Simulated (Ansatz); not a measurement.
Given:

End structure of a constructed model of the (110) surface of bcc Mo, a layer of Sc in place of the third plane (bottom of the slab: a bare face, its two planes held):

```yaml
crystal:
  lattice:
    - [2.73735, 0.00000, 0.00000]
    - [-0.91245, 2.58080, 0.00000]
    - [0.00000, 0.00000, 27.50000]
  atoms:
    - { symbol: Mo, position: [0.50000, 0.50000, 0.29332] }
    - { symbol: Mo, position: [0.00000, 0.00000, 0.37460] }
    - { symbol: Mo, position: [0.50000, 0.50000, 0.45486] }
    - { symbol: Sc, position: [0.00000, 0.00000, 0.54377] }
    - { symbol: Mo, position: [0.50000, 0.50000, 0.63356] }
    - { symbol: Mo, position: [0.00000, 0.00000, 0.71003] }
```

Slab: 6 atoms, 11.4 Å thick at the start with caps and adatoms (thin: gaps and levels are the slab's own); k 14x14x1, smearing 0.1 eV, dipole-corrected; 2 atoms held, the rest relaxed; symmetry of the start imposed; no spin, no spin-orbit, no U. In PBE it is, or lies within 0.01 eV a 1x1 cell of, the lowest of the 2 structures of its composition computed so far; subsurface sites and larger cells were not tried.

Problem. Predict the work function of the top face from PBE (Ansatz, an electronic-structure program).

Solution. 4.39 eV
